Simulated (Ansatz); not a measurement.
## A computed series for Mg: response to strain

The reference is Mg in the hcp (Mg type) structure (space group P6_3/mmc, No. 194; a = 3.1751 Å, c = 5.1628 Å; relaxed with 0.1 eV smearing). Axes: x lies along a and z along c of the hexagonal cell.

Strains are applied to the cell and any free atomic positions relax.

Computed with PBEsol (Ansatz, a program for electronic structure, PAW, no spin-orbit coupling).

Notes on the quantities. energy relative to the base: free energy F.

```
variant                      energy relative to the base  volume per atom
---------------------------  ---------------------------  ---------------
base                                          0 meV/atom         22.54 Å³
tensor shear ε_xz = +0.86 %                +0.4 meV/atom         22.54 Å³
tensor shear ε_xz = +0.57 %                +0.2 meV/atom         22.54 Å³
tensor shear ε_xz = +1.14 %                +0.7 meV/atom         22.53 Å³
tensor shear ε_xz = +1.43 %                   (withheld)         22.53 Å³
tensor shear ε_xz = +0.29 %                 0.0 meV/atom         22.54 Å³
tensor shear ε_xz = +2.00 %                   (withheld)         22.53 Å³
tensor shear ε_xz = +1.71 %                   (withheld)         22.53 Å³
```

What belongs in the blanks?


- tensor shear ε_xz = +1.43 %, energy relative to the base: +1.1 meV/atom
- tensor shear ε_xz = +2.00 %, energy relative to the base: +2.1 meV/atom
- tensor shear ε_xz = +1.71 %, energy relative to the base: +1.5 meV/atom

No phonon test of stability was made.
